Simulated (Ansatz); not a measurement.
SnO2 (model structure, started from the polar ZrO2 type, Pbcn, No. 60, 12 atoms in the cell)

These are HSE06 (PAW; Ansatz, a first-principles code) values and carry that method's errors.

Numerical settings: plane-wave cutoff 460 eV, 4×6×4 k mesh (along the axes of the cell as run), Fermi–Dirac smearing 0.01 eV, scalar-relativistic PAW data made under PBE.

Cell (relaxed with PBEsol):

```cif
data_O8Sn4
_chemical_formula_sum 'Sn4 O8'
_space_group_name_H-M_alt 'Pbcn'
_space_group_IT_number 60
_space_group_name_Hall '-P 2n 2ab'
_cell_length_a 4.74375
_cell_length_b 5.75036
_cell_length_c 5.24815
_cell_angle_alpha 90.000
_cell_angle_beta 90.000
_cell_angle_gamma 90.000
loop_
_space_group_symop_operation_xyz
  'x, y, z'
  '-x, -y, -z'
  '-x+1/2, -y+1/2, z+1/2'
  'x+1/2, y+1/2, -z+1/2'
  'x+1/2, -y+1/2, -z'
  '-x+1/2, y+1/2, z'
  '-x, y, -z+1/2'
  'x, -y, z+1/2'
loop_
_atom_site_label
_atom_site_type_symbol
_atom_site_symmetry_multiplicity
_atom_site_Wyckoff_symbol
_atom_site_fract_x
_atom_site_fract_y
_atom_site_fract_z
_atom_site_occupancy
Sn1 Sn 4 c 0.00000 0.66646 0.25000 1
O1 O 8 d 0.23086 0.39446 0.42228 1
```

For SnO2 (model structure, started from the polar ZrO2 type, Pbcn, No. 60, 12 atoms in the cell), the band gap comes out as 3.04 eV.

Note: the relaxation could raise the start's symmetry but not lower it, so the cell can be a saddle point; cell and atoms aren't relaxed at this level (largest force component 0.11 eV/Å, pressure -3.1 GPa).

Spin–orbit coupling is not included.

Computed values are for the static lattice.

A model structure was made by putting elements into a prototype or built by hand; it is no filed structure, need not be a known phase, and can be a saddle point held by its symmetry.
